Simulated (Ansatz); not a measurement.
Consider the following.

```xyz
2
Lattice="0.0649 3.2444 3.2444 3.2444 0.0649 3.2444 3.3092 3.3092 0.0000" Properties=species:S:1:pos:R:3 pbc="T T T"
Cd     0.0000     0.0000     0.0262
Te     1.6546     1.6546     1.5959
```

No spin polarisation.

Method: DFT with PBEsol, PAW potentials and a 420 eV plane-wave cutoff in Ansatz (an electronic-structure program), no spin-orbit coupling. Γ-centred 9×9×9 mesh, Fermi–Dirac width 0.05 eV.

Problem. Predict the valence-band top at Γ, gap character and stress.

Solution. The valence-band top at Γ (three highest levels, from the VBM) comes out as 0.00, -0.12, -0.21 eV. The gap character is direct at Γ and the stress (xx, yy, zz, yz, xz, xy; compression positive) comes out as (0.01, 0.01, -0.01, 0.00, 0.00, -0.79) GPa.

With Te present, leaving out spin-orbit coupling can change the band edges. The cells carry an imposed strain or load. Stability against distortions was not tested. The cell was made from CdTe in the zinc blende structure (space group F-43m, No. 216) by this change: tensor shear ε_xy = +2.00 %.
